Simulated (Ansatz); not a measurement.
Relaxation of the outer planes of the (320) surface of fcc Ir in its 1x1 cell, outermost plane spacing 0.54 Å in the ideal cut.

Level of theory: PBE (plane waves to 420 eV, PAW; Ansatz, a program for electronic structure).

Set-up: 20 atoms, 10.2 Å thick at the start (thin: gaps and levels are the slab's own); mesh 10x6x1; 0.1 eV smearing; dipole correction on; all atoms relaxed; held to the part of the start's symmetry that mesh and held atoms allow; no spin, no spin-orbit, no U.

| plane | atoms | bulk spacing to the next (Å) | relaxed spacing (Å) | change (%) | rumpling (Å) |
|---|---|---|---|---|---|
| 1 | Ir | 0.537 | (withheld) | (withheld) | 0.00 |
| 2 | Ir | 0.537 | 0.439 | -18.2 | 0.00 |

Q: Some entries are withheld; supply them.

A: 
- 1, relaxed spacing (Å): 0.503
- 1, change (%): -6.3
